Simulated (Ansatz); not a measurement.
Consider MgTe in the wurtzite structure (space group P6_3mc, No. 186; a = 4.5609 Å, c = 7.4128 Å).

Calculations: PBEsol (Ansatz, an electronic-structure program; PAW; 420 eV plane waves; no spin-orbit coupling), earlier PAW set.

One change was made to it. Results:

```csv
quantity,base,after
width of the top valence band,1.40 eV,1.62 eV
lattice parameter a,4.561 Å,4.420 Å
"valence-band top at Γ (three highest levels, from the VBM)","0.00, -0.02, -0.02 eV","0.00, -0.03, -0.03 eV"
```

Question: Which change produced these results?
A. pressure −2 GPa
B. pressure −1 GPa
C. pressure 9 GPa
D. pressure 4.2 GPa

Answer: D, pressure 4.2 GPa. For comparison, the valence-band top at Γ in the other runs: pressure −2 GPa gives 0.00, -0.01, -0.01 eV; pressure 9 GPa gives 0.00, -0.06, -0.06 eV; pressure −1 GPa gives 0.00, -0.02, -0.02 eV.

Spin-orbit coupling, missing from the scalar runs, can matter with Te. The levels and masses belong to the bands next to the band gap. Load acts through the strain it causes; cell and atoms are relaxed under it. No phonon test of stability was made. Tetrahedral semiconductors of this kind turn to denser phases somewhere between about 1 and 50 GPa; those were not computed, so compressed cells here can lie past the real transition.
